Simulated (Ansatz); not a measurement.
The parent structure is HfO2 (space group P4_2/nmc, No. 137; a = 3.605 Å, c = 5.265 Å). Axes: x, y, z lie along a, b, c of the conventional cell.

Now apply this change: uniaxial stress, 8 GPa tension along z; all other stress components relax to zero.

Levels (all Ansatz, a quantum-chemistry and plane-wave program, PAW, earlier PAW set): PBE (420 eV, no spin-orbit coupling); r2SCAN (500 eV, no SOC); HSE06 (420 eV, spin-orbit coupling left out).

At the geometry relaxed with PBE, these levels gave the following band gaps, in shuffled order: (a) 5.28 eV, (b) 4.74 eV, (c) 6.39 eV.

Match each gap to its level.

(a) r2SCAN; (b) PBE; (c) HSE06.

Single points use the geometry relaxed with PBE. HSE06 gaps are upper bounds (no full band path). Spin-orbit coupling, missing from the scalar runs, can matter with Hf. Load acts through the strain it causes; cell and atoms are relaxed under it. Stability under load was not tested beyond the relaxation. This is not the structure that HfO2 has at room temperature and ambient pressure.
